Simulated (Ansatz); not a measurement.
Hypothetical diamond W, pressure series

The reference is W in the diamond structure (space group Fd-3m, No. 227; a = 5.8295 Å; a hypothetical phase, not in the database extracts checked).

Cell and atoms are relaxed at each pressure.

The values are results of PBE (Ansatz, an electronic-structure program; PAW; 420 eV plane waves; without spin-orbit coupling), not measurements.

Notes on the quantities. enthalpy: H = E + PV relative to the base's energy.

| change | lattice parameter a | enthalpy |
|---|---|---|
| base | 5.829 Å | – |
| pressure −2 GPa | 5.863 Å | -0.31 eV/atom |
| pressure −1 GPa | 5.846 Å | -0.16 eV/atom |
| pressure 0.3 GPa | 5.825 Å | +0.05 eV/atom |
| pressure 0.7 GPa | 5.818 Å | +0.11 eV/atom |
| pressure 1.5 GPa | 5.806 Å | +0.23 eV/atom |
| pressure 3 GPa | ___ | +0.46 eV/atom |
| pressure 5 GPa | 5.754 Å | +0.76 eV/atom |
| pressure 7.5 GPa | 5.721 Å | +1.13 eV/atom |
| pressure 10 GPa | 5.690 Å | +1.49 eV/atom |

**Question.** Some entries are withheld; estimate them.

**Answer.** 
- pressure 3 GPa, lattice parameter a: 5.783 Å

Load acts through the strain it causes; cell and atoms are relaxed under it. No phonon test of stability was made. Competing high-pressure phases were not computed. The final runs are not spin-polarised. W has a high density of states at the Fermi level and may be magnetic at this level.
